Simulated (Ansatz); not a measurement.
The reference is YN in the rock salt structure (space group Fm-3m, No. 225; a = 4.856 Å). Axes: x, y, z lie along the cube axes.

Computed with PBEsol (Ansatz, an electronic-structure program; PAW; 420 eV plane waves; no spin-orbit coupling).

Before the change:

The pressure is 0.00 GPa and the valence-band top at Γ comes out as 0.00, 0.00, 0.00 eV. The valley order is X along ⟨100⟩ 0.08 eV.

The change: compressive biaxial strain of 0.18 % in the plane normal to [001], as in epitaxy on a mismatched substrate; the out-of-plane cell vector and the atoms relax.

Problem. What happens to the pressure, out-of-plane strain, valence-band top at Γ and valley order?

Solution. The pressure (mean of the normal stresses, compression positive) goes from zero to 0.48 GPa; the out-of-plane strain comes out as +0.08 %; the valence-band top at Γ (three highest levels, from the VBM) becomes 0.00, 0.00, -0.01 eV (base: 0.00, 0.00, 0.00 eV); the valley order (the lowest conduction-band minima on the path, energy above the VBM, named in the base's zone) becomes X along [100] 0.07 eV; X along [001] 0.07 eV (base: X along ⟨100⟩ 0.08 eV).

The levels and masses belong to the bands next to the band gap. Whether these cells are dynamically stable was not tested.
